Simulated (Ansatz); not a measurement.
## Several settings converged on BaCuTeF (P4mm, 8 atoms in the cell)

```yaml
crystal:
  lattice:
    - [4.42657, 0.00000, 0.00000]
    - [0.00000, 4.42657, 0.00000]
    - [0.00000, 0.00000, 9.47902]
  atoms:
    - { symbol: Ba, position: [0.00000, 0.50000, 0.66410] }
    - { symbol: Ba, position: [0.50000, 0.00000, 0.34117] }
    - { symbol: Cu, position: [0.00000, 0.00000, 0.00000] }
    - { symbol: Cu, position: [0.50000, 0.50000, 0.00000] }
    - { symbol: Te, position: [0.50000, 0.00000, 0.84088] }
    - { symbol: Te, position: [0.00000, 0.50000, 0.15912] }
    - { symbol: F, position: [0.50000, 0.50000, 0.50000] }
    - { symbol: F, position: [0.00000, 0.00000, 0.50000] }
```

Base method: PBEsol, default PAW files made with PBE (plane waves; Ansatz, a first-principles code).

Base settings: basis.ecutwfc = 420 eV; kpoints.mp_grid.grid = 4 4 1; hamiltonian.xc = pbesol; hamiltonian.pseudopotentials = {kind: paw} (the program's default PAW files); scf.occupations.method = fermi_dirac; scf.occupations.width = 0.01 eV.

The count of work is k-points × plane waves × bands × iterations; it is no time. Core times come from one kind of shared machine, to one figure; runs under 30 s give none.

**The cutoff for other potential files**

Level: DFT, PBEsol, plane waves, harder PAW files (source: ansatz) made with PBE.

In this ladder: hamiltonian.pseudopotentials = {kind: paw, source: ansatz}.

The second cell is the first with its lattice scaled by 0.98.

The mesh stays at the base's, so the ladder's end is converged at best in this setting alone.

The first pressure column holds Ansatz's estimate of the finite-basis (Pulay) stress, which hides part of the cutoff error; the other is without it.

Only quantities that move along the ladder and can be compared are tabulated; the gap is left out on so coarse a mesh.

```tsv
basis.ecutwfc	free energy less the last step's (meV/atom)	energy of the compressed cell less the first (meV/atom)	pressure (GPa)	pressure without the Pulay estimate (GPa)	largest difference of a force vector from the last step's (eV/Å)	count of work / last	core time / last (rough)
470 eV	987.67	-8.47	-2.74	-35.82	0.052	0.098	–
580 eV	205.44	-11.70	-2.86	-10.37	0.005	0.12	–
735 eV	22.71	-10.97	-2.90	-4.07	0.001	0.19	–
890 eV	1.88	-11.04	-2.90	-3.02	0.001	0.28	–
1050 eV	0.30	-11.00	-2.90	-2.90	0.000	0.35	0.3
1260 eV	0.19	-11.00	-2.90	-2.90	0.000	0.43	0.4
1575 eV	0.11	-11.00	-2.90	-2.90	0.000	0.65	0.7
2100 eV	0.00	-11.00	-2.90	-2.90	0.000	1.0	1
```

Coarsest basis.ecutwfc that holds the free energy within 1 meV/atom of the last step, with all finer ones: 1050 eV, at 0.35 of the last step's count of work and about 0.3 of the last step's time; the step before is off by 1.9 meV/atom.

Coarsest basis.ecutwfc that holds the forces within 0.02 eV/Å of the last step, with all finer ones: 580 eV, at 0.12 of the last step's count of work; the step before is off by 0.052 eV/Å.

Coarsest basis.ecutwfc that holds the pressure within 0.05 GPa of the last step, with all finer ones: 580 eV, at 0.12 of the last step's count of work; the step before is off by 0.16 GPa.

The energy difference between the two cells stays within 1 meV/atom of the last step's from 580 eV on, the total only from 1050 eV on: much of the error is common to both cells and cancels.

At the lowest cutoff the pressure without the Pulay estimate lies 32.9 GPa under the last step's, the usual sign of Pulay stress in an incomplete plane-wave basis.

**The density cutoff**

The second cell is the first with its lattice scaled by 0.98.

The mesh stays at the base's, so the ladder's end is converged at best in this setting alone.

Only quantities that move along the ladder and can be compared are tabulated; the gap is left out on so coarse a mesh.

```csv
basis.ecutrho_ratio,free energy less the last step's (meV/atom),energy of the compressed cell less the first (meV/atom),pressure (GPa)
2,-4.98,-11.36,-2.60
3,-0.03,-11.00,-2.90
4,0.00,-11.00,-2.90
5,0.00,-11.00,-2.90
6,0.00,-11.00,-2.90
8,0.00,-11.00,-2.90
10,0.00,-11.00,-2.90
12,0.00,-11.00,-2.90
16,0.00,-11.00,-2.90
```

Coarsest basis.ecutrho_ratio that holds the energy of the compressed cell less the first within 0.2 meV/atom of the last step, with all finer ones: 3; the step before is off by 0.37 meV/atom.

Coarsest basis.ecutrho_ratio that holds the free energy within 2 meV/atom of the last step, with all finer ones: 3; the step before is off by 5.0 meV/atom.

Coarsest basis.ecutrho_ratio that holds the pressure within 0.1 GPa of the last step, with all finer ones: 3; the step before is off by 0.30 GPa.

The energy difference between the two cells stays within 1 meV/atom of the last step's from 2 on, the total only from 3 on: much of the error is common to both cells and cancels.

**The relaxed cell against the cutoff**

On BaCuTeF (P4/nmm, 8 atoms in the cell): atoms on their sites.

In this ladder: relax = cell and atoms.

The mesh stays at the base's, so the ladder's end is converged at best in this setting alone.

Only quantities that move along the ladder and can be compared are tabulated; the gap is left out on so coarse a mesh.

| basis.ecutwfc | relaxed volume (Å³/atom) | relaxation steps | core time / last (rough) |
|---|---|---|---|
| 250 eV | 22.173 | 38 | 0.9 |
| 295 eV | 22.094 | 26 | 0.9 |
| 355 eV | 22.018 | 12 | 0.5 |
| 420 eV | 22.010 | 9 | 0.6 |
| 505 eV | 22.012 | 7 | 0.5 |
| 630 eV | 22.010 | 7 | 0.6 |
| 840 eV | 22.010 | 7 | 1 |

Coarsest basis.ecutwfc that holds the relaxed volume within 0.044 Å³/atom of the last step, with all finer ones: 355 eV; the step before is off by 0.084 Å³/atom.

At the lowest cutoff the cell relaxes to a volume 0.7 % larger than at the highest. Ansatz relaxes on a stress corrected for the finite basis.

On the base run: the starting cell comes from a database of computed structures (which also holds hypothetical and non-ambient phases and stackings), without a prior relaxation at this level. Its lattice was rescaled by up to half a per cent. One atom was moved a little off its site on purpose.

Left out of this page: 1 run of the series stopped by limits of time or memory.

Keys are those of Ansatz 0.2.
